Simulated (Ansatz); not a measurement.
Fermi-surface data of NbPd (R-3m)

Here is the system:

```xyz
2
Lattice="1.4268 0.8238 4.7046 -1.4268 0.8238 4.7046 0.0000 -1.6475 4.7046" Properties=species:S:1:pos:R:3 pbc="T T T"
Nb     0.0000     0.0000     0.0000
Pd     0.0000     0.0000     7.0569
```

The numbers are results of PBE, rigid bands (plane waves, PAW, scalar-relativistic; Ansatz, a program for electronic structure), not measurements. Condition of this run: functional PBE, cell relaxed with it. Cell: cell and atoms relaxed with PBE.

| Item | Result |
|---|---|
| density of states at the Fermi level | 1.65 states/(eV·cell), both spins |
| bare Sommerfeld coefficient | 1.95 mJ/(mol of atoms·K²) |
| Drude plasma energy | 7.6 (x), 7.6 (y), 6.3 (z) eV |
| root-mean-square Fermi velocity | 6.3e5 m/s |
| resistivity times τ | 8.5 (x), 8.5 (y), 12.5 (z) ×10⁻²² Ω·m·s |

A metal at this level (no band gap); rigid bands, thermally averaged at 300 K, both spins. Spin-orbit coupling is left out. τ is one relaxation time for all states.

Computed structure with no diffraction record at hand here (it may be known, metastable or hypothetical): NbPd (R-3m).
